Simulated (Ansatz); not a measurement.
## A computed series for SiC: pressure series

Consider SiC (space group P6_3mc, No. 186).

```
SiC
1.0
    3.09415     0.00000     0.00000
   -1.54707     2.67961     0.00000
    0.00000     0.00000    10.12926
Si C
4 4
Direct
  0.00000   0.00000   0.00031
  0.00000   0.00000   0.50031
  0.66667   0.33333   0.75025
  0.33333   0.66667   0.25025
  0.00000   0.00000   0.81285
  0.00000   0.00000   0.31285
  0.66667   0.33333   0.56221
  0.33333   0.66667   0.06221
```

Cell and atoms are relaxed at each pressure.

Levels (all Ansatz, a program for electronic structure, PAW): PBE (420 eV, scalar-relativistic without spin-orbit coupling); r2SCAN (500 eV, no spin-orbit coupling).

The base cell above is that of PBE; each level relaxes its own structures.

| case | volume per atom, PBE | volume per atom, r2SCAN |
|---|---|---|
| pressure −2 GPa | 10.60 Å³ | 10.42 Å³ |
| pressure −1 GPa | 10.55 Å³ | 10.38 Å³ |
| pressure 0.9 GPa | 10.45 Å³ | 10.29 Å³ |
| pressure 2.1 GPa | 10.40 Å³ | 10.24 Å³ |
| pressure 4.5 GPa | 10.29 Å³ | (withheld) |
| pressure 9 GPa | 10.10 Å³ | (withheld) |
| pressure 15 GPa | 9.86 Å³ | (withheld) |
| pressure 22.5 GPa | 9.61 Å³ | (withheld) |
| pressure 30 GPa | 9.38 Å³ | 9.28 Å³ |

Question: Some entries are withheld; estimate them.

Answer: 
- pressure 4.5 GPa, volume per atom, r2SCAN: 10.14 Å³
- pressure 9 GPa, volume per atom, r2SCAN: 9.96 Å³
- pressure 15 GPa, volume per atom, r2SCAN: 9.74 Å³
- pressure 22.5 GPa, volume per atom, r2SCAN: 9.50 Å³

PBE lies above r2SCAN in every row, by 0.10 Å³ to 0.17 Å³. They put the cases in the same order.

Load acts through the strain it causes; cell and atoms are relaxed under it. Stability against distortions was not tested. Competing high-pressure phases were not computed.
